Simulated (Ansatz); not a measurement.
System: TlBr (model structure, started from the wurtzite type, P6₃/mmc, No. 194, 4 atoms in the cell). Method: PBEsol (Ansatz, an electronic-structure program, plane waves, PAW).

Settings: plane-wave cutoff 520 eV, 6×6×4 k mesh (along the axes of the cell as run), Fermi–Dirac smearing 0.01 eV, scalar-relativistic PAW data made under PBE.

Cell (relaxed at this level):

```cif
data_Br2Tl2
_chemical_formula_sum 'Tl2 Br2'
_space_group_name_H-M_alt 'P 1'
_space_group_IT_number 1
_cell_length_a 5.55054
_cell_length_b 5.55054
_cell_length_c 6.54064
_cell_angle_alpha 90.000
_cell_angle_beta 90.000
_cell_angle_gamma 120.000
loop_
_space_group_symop_operation_xyz
  'x, y, z'
loop_
_atom_site_label
_atom_site_type_symbol
_atom_site_fract_x
_atom_site_fract_y
_atom_site_fract_z
_atom_site_occupancy
Tl1 Tl 0.66667 0.33333 0.06263 1
Tl2 Tl 0.33333 0.66667 0.56263 1
Br1 Br 0.66667 0.33333 0.56257 1
Br2 Br 0.33333 0.66667 0.06257 1
```

Problem. Estimate the band gap, direct gap at Γ and bulk modulus B0 that the calculation returns.

Solution. 
band gap: 2.84 eV (on the SCF k mesh)
direct gap at Γ: 5.58 eV
bulk modulus B0: 15.7 GPa

Note: the bulk modulus is −V dP/dV from two relaxed cells at ±2 % in volume; the relaxation could raise the start's symmetry but not lower it, so the cell can be a saddle point.

Spin–orbit coupling is not included; with these elements it can move the gap by several tenths of an eV or more.

Computed values are for the static lattice.

The result took around 2.9 core-minutes (rough).

A model structure was made by putting elements into a prototype or built by hand; it is no filed structure, need not be a known phase, and can be a saddle point held by its symmetry.
